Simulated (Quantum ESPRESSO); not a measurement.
Quantum ESPRESSO run on RbMg6Cu (Amm2, 8 atoms in the cell): self-consistent single point.

Computed with PBEsol, PseudoDojo standard norm-conserving (PBESOL) pseudopotentials (plane waves; Quantum ESPRESSO).

The change in words: lattice scaled by 0.98. Reference geometry:
```
CELL_PARAMETERS angstrom
      5.26295     0.00000     0.00000
      0.00000     3.26290     5.87026
      0.00000    -3.26290     5.87026
ATOMIC_POSITIONS crystal
  Rb 0.50000 0.66741 0.66741
  Mg 0.50000 0.67244 0.16324
  Mg 0.50000 0.16324 0.67244
  Mg 0.00000 0.85620 0.30714
  Mg 0.00000 0.30714 0.85620
  Mg 0.00000 0.32646 0.32646
  Mg 0.00000 0.84616 0.84616
  Cu 0.50000 0.16094 0.16094
```

Reference input (self-consistent single point, DFT, PBEsol, plane waves, PseudoDojo standard norm-conserving (PBESOL) pseudopotentials): ecutwfc = 95 Ry; occupations = smearing; smearing = fd; degauss = 0.0073499 Ry; potentials = {Rb: Rb.upf, Mg: Mg.upf, Cu: Cu.upf}; K_POINTS = automatic 4 3 3 0 0 0; conv_thr = 1e-11 Ry; mixing_beta = 0.3. This run's input differs from it in these lines:

```diff
@@ -26,10 +26,10 @@
 ATOMIC_POSITIONS {angstrom}
-Rb    2.6314750000    0.0000000000    7.8357471273
-Mg    2.6314750000    1.6614686800    4.9056630552
-Mg    2.6314750000   -1.6614686800    4.9056630552
-Mg    0.0000000000    1.7915278740    6.8291140851
-Mg    0.0000000000   -1.7915278740    6.8291140851
-Mg    0.0000000000    0.0000000000    3.8328134238
-Mg    0.0000000000    0.0000000000    9.9343668648
-Cu    2.6314750000    0.0000000000    1.8895208982
+Rb    2.5788455000    0.0000000000    7.6790325852
+Mg    2.5788455000    1.6282393064    4.8075500448
+Mg    2.5788455000   -1.6282393064    4.8075500448
+Mg    0.0000000000    1.7556973165    6.6925321524
+Mg    0.0000000000   -1.7556973165    6.6925321524
+Mg    0.0000000000    0.0000000000    3.7561573512
+Mg    0.0000000000    0.0000000000    9.7356800352
+Cu    2.5788455000    0.0000000000    1.8517305768
 K_POINTS {automatic}
@@ -37,5 +37,5 @@
 CELL_PARAMETERS {angstrom}
-   5.2629500000     0.0000000000     0.0000000000
-   0.0000000000     3.2629000000     5.8702650000
-   0.0000000000    -3.2629000000     5.8702650000
+   5.1576910000     0.0000000000     0.0000000000
+   0.0000000000     3.1976420000     5.7528600000
+   0.0000000000    -3.1976420000     5.7528600000
```

Output (repeated stretches shortened):

```
     Self-consistent Calculation

     iteration #  1     ecut=    95.00 Ry     beta= 0.30

     Threshold (ethr) on eigenvalues was too large:
     Diagonalizing with lowered threshold

     total energy              =   -1144.30570628 Ry
     estimated scf accuracy    <       0.55672378 Ry

     iteration #  2     ecut=    95.00 Ry     beta= 0.30

     total energy              =   -1144.47288404 Ry
     estimated scf accuracy    <       0.35346941 Ry

     iteration #  3     ecut=    95.00 Ry     beta= 0.30

     total energy              =   -1144.48009727 Ry
     estimated scf accuracy    <       0.04366484 Ry

   [... 10 blocks of this kind left out ...]

     iteration # 14     ecut=    95.00 Ry     beta= 0.30

     total energy              =   -1144.49086760 Ry
     estimated scf accuracy    <          2.9E-11 Ry

     iteration # 15     ecut=    95.00 Ry     beta= 0.30
     End of self-consistent calculation

     the Fermi energy is     6.4004 ev

!    total energy              =   -1144.49086760 Ry
     estimated scf accuracy    <          5.9E-13 Ry
     smearing contrib. (-TS)   =      -0.00815094 Ry
     internal energy E=F+TS    =   -1144.48271666 Ry

     convergence has been achieved in  15 iterations

     Forces acting on atoms (cartesian axes, Ry/au):

     atom    1 type  1   force =     0.00000000    0.00000000   -0.00027199
     atom    2 type  2   force =     0.00000000   -0.00057363    0.00193020
     atom    3 type  2   force =     0.00000000    0.00057363    0.00193020
     atom    4 type  2   force =     0.00000000   -0.00441946    0.00351931
     atom    5 type  2   force =     0.00000000    0.00441946    0.00351931
   [... lines left out ...]

     Total force =     0.010616     Total SCF correction =     0.000002

          total   stress  (Ry/bohr**3)                   (kbar)     P=        7.69
   0.00011700   0.00000000   0.00000000           17.21        0.00        0.00
   0.00000000   0.00001067   0.00000000            0.00        1.57        0.00
   0.00000000   0.00000000   0.00002907            0.00        0.00        4.28

   JOB DONE.
```

The run converged in 15 iterations. Against the reference run the free energy drops by 1.0 meV/atom, the pressure goes from -0.93 to 0.77 GPa and the largest force goes from 0.127 to 0.145 eV/Å.

The starting cell comes from a database of computed structures (which also holds hypothetical and non-ambient phases and stackings), without a prior relaxation at this level. For this run, on top of that: lattice scaled by 0.98. Spin polarisation is off.

Cost on one core of a shared machine: roughly 4 min.
